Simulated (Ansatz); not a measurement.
A computed series for Ir: response to strain

The parent structure is Ir in the fcc (Cu type) structure (space group Fm-3m, No. 225).

```
Ir
1.0
    0.00000     1.92221     1.92221
    1.92221     0.00000     1.92221
    1.92221     1.92221     0.00000
Ir
1
Direct
  0.00000   0.00000   0.00000
```

Cartesian axes are those of the cell as printed.

Strains are applied to the cell and any free atomic positions relax; under biaxial strain the out-of-plane vector relaxes too; under stress the whole cell relaxes.

All numbers come from r2SCAN, PAW, 500 eV (Ansatz, a program for electronic structure; no SOC).

Notes on the quantities. energy relative to the base: free energy F.

```json
[
 {"case": "base", "energy relative to the base": "0 meV/atom", "volume per atom": "14.20 Å³"},
 {"case": "biaxial strain −1.12 %, plane normal [001], relaxed out of plane", "energy relative to the base": "+8.0 meV/atom", "volume per atom": "14.01 Å³"},
 {"case": "biaxial strain +1.70 %, plane normal [001], relaxed out of plane", "energy relative to the base": "+17 meV/atom", "volume per atom": "14.50 Å³"},
 {"case": "biaxial strain +3.81 %, plane normal [001], relaxed out of plane", "energy relative to the base": "+79 meV/atom", "volume per atom": "14.86 Å³"},
 {"case": "biaxial strain −0.29 %, plane normal [110], relaxed out of plane", "energy relative to the base": "+0.6 meV/atom", "volume per atom": "14.15 Å³"},
 {"case": "biaxial strain −4.34 %, plane normal [111], relaxed out of plane", "energy relative to the base": "+165 meV/atom", "volume per atom": "13.31 Å³"},
 {"case": "isotropic strain −2.84 %", "energy relative to the base": "+136 meV/atom", "volume per atom": "13.03 Å³"},
 {"case": "uniaxial strain ε_xx = −5.87 %", "energy relative to the base": "+110 meV/atom", "volume per atom": "13.37 Å³"},
 {"case": "uniaxial strain ε_zz = +0.15 %", "energy relative to the base": "+0.1 meV/atom", "volume per atom": "14.23 Å³"},
 {"case": "uniaxial stress, 1 GPa compression along x", "energy relative to the base": "+0.1 meV/atom", "volume per atom": "14.19 Å³"}
]
```

Without a gap, meshes like the base's 21×21×21 leave anisotropic stresses uncertain by several tenths of a GPa, and small strain energies with them. Stability under load was not tested beyond the relaxation. The final runs are not spin-polarised.
